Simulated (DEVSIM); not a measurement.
System: Ru/SiO2/n-Si capacitor, at 250 K.

| layer (left to right) | material | thickness (nm) | Nd (cm⁻³) |
|---|---|---|---|
| 1 | SiO2 | 5.40 | - |
| 2 | Si | 4900 | 2.8e15 |

Metal gate on the left, work function 4.7 eV. Fixed charge at the semiconductor interface -3.3e10 cm⁻² (in units of +e); no interface traps.

The device is made up for the run: typed textbook-type constants, with dimensions and the other settings drawn at random. Values at 300 K; Nc and Nv go as T^1.5, mobilities as T to minus their exponent, the gap by Varshni's rule with the affinity fixed.

```
parameter         SiO2        Si
----------------  ----  --------
gap (eV)             9     1.124
affinity (eV)      0.9      4.05
permittivity       3.9      11.7
Nc (cm⁻³)            -   2.86e19
Nv (cm⁻³)            -    3.1e19
Varshni α (eV/K)     -  0.000473
Varshni β (K)        -       636
```

Simulated with DEVSIM: 1D Poisson equation in equilibrium, Boltzmann statistics, complete ionisation; no quantum confinement or tunnelling. Metal contacts follow the ideal Schottky-Mott rule: no Fermi-level pinning, no interface dipoles.

Task: Tabulate band edges, carrier densities and field at -0.1 V on the gate.

Result: Energies count from the Fermi level of the right contact; mesh points crowd at the junctions.

| x (μm) | Ec (eV) | Ev (eV) | n (cm⁻³) | p (cm⁻³) | field (V/cm) |
|---|---|---|---|---|---|
| 0.000 | 3.900 | -5.100 | < 1e2 | < 1e2 | -48000 |
| 0.001143 | 3.894 | -5.106 | < 1e2 | < 1e2 | -48000 |
| 0.002965 | 3.886 | -5.114 | < 1e2 | < 1e2 | -48000 |
| 0.004565 | 3.878 | -5.122 | < 1e2 | < 1e2 | -48000 |
| 0.006104 | 0.723 | -0.413 | 58000 | 1.1e11 | -21000 |
| 0.008305 | 0.718 | -0.418 | 72000 | 8.9e10 | -21000 |
| 0.01341 | 0.708 | -0.429 | 120000 | 5.4e10 | -21000 |
| 0.03045 | 0.673 | -0.463 | 590000 | 1.1e10 | -20000 |
| 0.06139 | 0.613 | -0.523 | 9400000 | 6.8e8 | -19000 |
| 0.1331 | 0.491 | -0.645 | 2.7e9 | 2400000 | -15000 |
| 0.2852 | 0.306 | -0.830 | 1.5e13 | 430 | -8900 |
| 0.8353 | 0.193 | -0.943 | 2.8e15 | < 1e2 | -16 |
| 1.816 | 0.193 | -0.943 | 2.8e15 | < 1e2 | ≈ 0 |
| 3.432 | 0.193 | -0.943 | 2.8e15 | < 1e2 | ≈ 0 |
| 4.391 | 0.193 | -0.943 | 2.8e15 | < 1e2 | ≈ 0 |
| 4.670 | 0.193 | -0.943 | 2.8e15 | < 1e2 | ≈ 0 |
| 4.802 | 0.193 | -0.943 | 2.8e15 | < 1e2 | ≈ 0 |
| 4.858 | 0.193 | -0.943 | 2.8e15 | < 1e2 | ≈ 0 |
| 4.890 | 0.193 | -0.943 | 2.8e15 | < 1e2 | ≈ 0 |
| 4.899 | 0.193 | -0.943 | 2.8e15 | < 1e2 | ≈ 0 |
| 4.903 | 0.193 | -0.943 | 2.8e15 | < 1e2 | ≈ 0 |
| 4.905 | 0.193 | -0.943 | 2.8e15 | < 1e2 | ≈ 0 |
